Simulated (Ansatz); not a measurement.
## Effect of isotropic strain +2.50 % on GaSb

Base system: GaSb in the zinc blende structure (space group F-43m, No. 216; a = 6.132 Å).

Now apply this change: every lattice vector is stretched by 2.50 %; the atoms relax in the strained cell.

The values are results of r2SCAN (Ansatz, a quantum-chemistry and plane-wave program; PAW; 500 eV plane waves; without spin-orbit coupling), not measurements. k-mesh 13×13×13 (Γ-centred); smearing 0.05 eV (Fermi–Dirac).

* **Volume per atom**: 31.04 Å³ (base 28.83 Å³)
* **Space group**: F-43m (No. 216) (base F-43m (No. 216))
* **Energy relative to the base (free energy F)**: +24 meV/atom
* **Pressure**: -3.3 GPa (base 0.0 GPa)
* **Band gap**: zero (base 0.41 eV)

Final structure:

```
CELL_PARAMETERS angstrom
      0.00000     3.14284     3.14284
      3.14284     0.00000     3.14284
      3.14284     3.14284     0.00000
ATOMIC_POSITIONS crystal
  Ga 0.00000 0.00000 0.00000
  Sb 0.25000 0.25000 0.25000
```

With Sb present, leaving out spin-orbit coupling can change the band edges. Stability against distortions was not tested. All final runs are without spin polarisation. A zero or small gap of GaSb under isotropic strain +2.50 % can be the functional's error rather than a property of the material.
